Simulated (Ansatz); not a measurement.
Consider La-vacancy pair (La on one host Zr site, one O site vacant) in monoclinic ZrO2, charge state +1. The step: one O atom jumps into the vacancy from a nearby O site (La-vacancy distance between ideal sites 2.06 → 2.17 Å); the atom moves 2.85 Å along (0.02, -0.16, 0.51) of the unit cell; the moving atom starts with neighbours La at 2.35; Zr at 2.04, Zr at 2.11 Å and ends with La at 2.26; O at 2.53; Zr at 1.99, Zr at 2.14 Å. DFT values are from Ansatz (plane-wave PAW, 420 eV unless said) in a cell of 96 host sites, spin-restricted, static, with no finite-size correction. The charge state is imposed; whether it is stable for some Fermi level was not computed. Forms of the defect that were not tried may lie lower. The start lies 0.33 eV above the lowest site run (PBE). For the PBE band: the program found a first-order saddle point.

```json
[
 {"Level": "CHGNet universal potential (has no charge state), its own band", "Forward barrier (eV)": "0.74", "Cost of the band or of the saddle's single point": "-"},
 {"Level": "PBE, the Γ point alone, band relaxed", "Forward barrier (eV)": "0.89", "Cost of the band or of the saddle's single point": "about 23 core-minutes (a rough figure)"},
 {"Level": "PBE, a 2×2×2 k-point mesh shifted by half a step, same geometries", "Forward barrier (eV)": "0.89", "Cost of the band or of the saddle's single point": "around 6 core-minutes (rough)"},
 {"Level": "r2SCAN at 500 eV, the Γ point alone, same geometries", "Forward barrier (eV)": "?", "Cost of the band or of the saddle's single point": "very roughly 2.1 core-minutes"}
]
```

**Question.** Fill in the missing entries.

**Answer.** 
- r2SCAN at 500 eV, the Γ point alone, same geometries, Forward barrier (eV): 0.94

Ansatz is an electronic-structure program.
